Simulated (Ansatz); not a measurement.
**Pressure series in SiO2**

Consider SiO₂ in the rutile structure (space group P4_2/mnm, No. 136; a = 4.1549 Å, c = 2.6615 Å).

Cell and atoms are relaxed at each pressure.

Computed with LDA (Ansatz, a quantum-chemistry and plane-wave program, PAW, spin-orbit coupling left out).

| variant | hole mass | electron mass | band gap | volume per atom | width of the top valence band |
|---|---|---|---|---|---|
| base | 1.7 mₑ along c, 1.1 mₑ across (at Γ) | 0.40 mₑ along c, 0.52 mₑ across (at Γ) | 5.81 eV | 7.66 Å³ | 2.76 eV |
| pressure −2 GPa | 1.7 mₑ along c, 1.1 mₑ across (at Γ) | 0.39 mₑ along c, 0.51 mₑ across (at Γ) | 5.70 eV | 7.71 Å³ | 2.74 eV |
| pressure −1 GPa | 1.7 mₑ along c, 1.1 mₑ across (at Γ) | 0.40 mₑ along c, 0.51 mₑ across (at Γ) | 5.76 eV | 7.68 Å³ | 2.75 eV |
| pressure 0.9 GPa | 1.7 mₑ along c, 1.1 mₑ across (at Γ) | 0.40 mₑ along c, 0.52 mₑ across (at Γ) | 5.86 eV | 7.64 Å³ | 2.77 eV |
| pressure 2.1 GPa | – | 0.40 mₑ along c, 0.53 mₑ across (at Γ) | 5.92 eV | 7.61 Å³ | 2.78 eV |
| pressure 4.5 GPa | 1.6 mₑ along c, 1.1 mₑ across (at Γ) | 0.41 mₑ along c, 0.53 mₑ across (at Γ) | 6.04 eV | 7.55 Å³ | 2.81 eV |
| pressure 9 GPa | 1.6 mₑ along c, 1.0 mₑ across (at Γ) | 0.41 mₑ along c, 0.55 mₑ across (at Γ) | 6.26 eV | 7.45 Å³ | 2.85 eV |
| pressure 15 GPa | – | – | 6.53 eV | 7.33 Å³ | 2.91 eV |
| pressure 22.5 GPa | 1.5 mₑ along c, 1.0 mₑ across (at Γ) | 0.26 mₑ along c, 0.86 mₑ across (at Γ) | 6.56 eV | 7.19 Å³ | 2.97 eV |
| pressure 30 GPa | 1.4 mₑ along c, 1.0 mₑ across (at Γ) | 0.26 mₑ along c, 0.84 mₑ across (at Γ) | 6.59 eV | 7.07 Å³ | 3.03 eV |

Load acts through the strain it causes; cell and atoms are relaxed under it. Effective masses come from finite differences of ±0.01 Å⁻¹. Whether these cells are dynamically stable was not tested. Competing high-pressure phases were not computed.
